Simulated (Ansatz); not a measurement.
Base system: Y in the hcp (Mg type) structure (space group P6_3/mmc, No. 194; a = 3.6523 Å, c = 5.7029 Å; relaxed with 0.1 eV smearing).

Calculations: plane-wave PAW DFT at the PBE level (Ansatz, a program for electronic structure, 420 eV), spin-orbit coupling left out.

Strains are applied to the cell and any free atomic positions relax.

One change was made to it. Results:

```json
[
 {"quantity": "energy relative to the base (free energy F)", "base": "0 meV/atom", "after": "+3.6 meV/atom"},
 {"quantity": "pressure (mean of the normal stresses, compression positive)", "base": "0.0 GPa", "after": "-1.1 GPa"}
]
```

### Question
Which of these changes matches the shifts?
(A) isotropic strain +1.00 %
(B) isotropic strain −1.50 %
(C) isotropic strain +3.00 %

### Answer
A, isotropic strain +1.00 %. For comparison, the energy relative to the base in the other runs: isotropic strain +3.00 % gives +31 meV/atom; isotropic strain −1.50 % gives +8.7 meV/atom.

Whether these cells are dynamically stable was not tested. All final runs are without spin polarisation.
